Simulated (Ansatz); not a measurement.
**Response to strain in CdSe**

Consider CdSe in the wurtzite structure (space group P6_3mc, No. 186).

```cif
data_Cd2Se2
_chemical_formula_sum 'Cd2 Se2'
_space_group_name_H-M_alt 'P63mc'
_space_group_IT_number 186
_space_group_name_Hall 'P 6c -2c'
_cell_length_a 4.30194
_cell_length_b 4.30194
_cell_length_c 7.02103
_cell_angle_alpha 90.000
_cell_angle_beta 90.000
_cell_angle_gamma 120.000
loop_
_atom_site_label
_atom_site_type_symbol
_atom_site_symmetry_multiplicity
_atom_site_Wyckoff_symbol
_atom_site_fract_x
_atom_site_fract_y
_atom_site_fract_z
_atom_site_occupancy
Cd1 Cd 2 b 0.33333 0.66667 0.00013 1
Se1 Se 2 b 0.33333 0.66667 0.37587 1
```

Strains are applied to the cell and any free atomic positions relax.

The values are results of PBEsol/PAW in Ansatz (an electronic-structure program), spin-orbit coupling left out, not measurements.

Notes on the quantities. energy relative to the base: free energy F.

```tsv
case	volume per atom	band gap	energy relative to the base
base	28.13 Å³	0.54 eV	0 meV/atom
isotropic strain +0.60 %	28.64 Å³	0.50 eV	+1.4 meV/atom
isotropic strain +1.20 %	29.16 Å³	0.46 eV	+5.6 meV/atom
isotropic strain +1.80 %	29.68 Å³	0.43 eV	+12 meV/atom
isotropic strain +2.40 %	30.21 Å³	0.39 eV	+22 meV/atom
isotropic strain +3.00 %	30.74 Å³	0.36 eV	+33 meV/atom
```

Stability against distortions was not tested.
